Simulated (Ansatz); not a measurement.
Start from GaN in the wurtzite structure (space group P6_3mc, No. 186).

```xyz
4
Lattice="3.1831 0.0000 0.0000 -1.5916 2.7567 0.0000 0.0000 0.0000 5.1836" Properties=species:S:1:pos:R:3 pbc="T T T"
Ga     1.5916     0.9189     0.0051
Ga     0.0000     1.8378     2.5969
N      1.5916     0.9189     3.2357
N      0.0000     1.8378     0.6439
```

Cartesian axes are those of the cell as printed.

The values are results of DFT with r2SCAN, PAW potentials and a 500 eV plane-wave cutoff in Ansatz (a quantum-chemistry and plane-wave program), spin-orbit coupling left out, not measurements.

Modification: uniaxial strain ε_yy = +5.01 %, all other strain components held at zero; the atoms relax in the strained cell.

Question: What happens to the hole mass, energy relative to the base and stress?

Answer: The hole mass is 0.16 mₑ along x, 2.7 mₑ along y, 2.2 mₑ along z (at Γ); the energy grows by 31 meV/atom; the stress (xx, yy, zz, yz, xz, xy; compression positive) amounts to (-5.25, -16.62, -4.18, 0.00, 0.00, 0.00) GPa.

The levels and masses belong to the bands next to the band gap. Masses are band curvatures over ±0.01 Å⁻¹ around the edge. Stability against distortions was not tested.
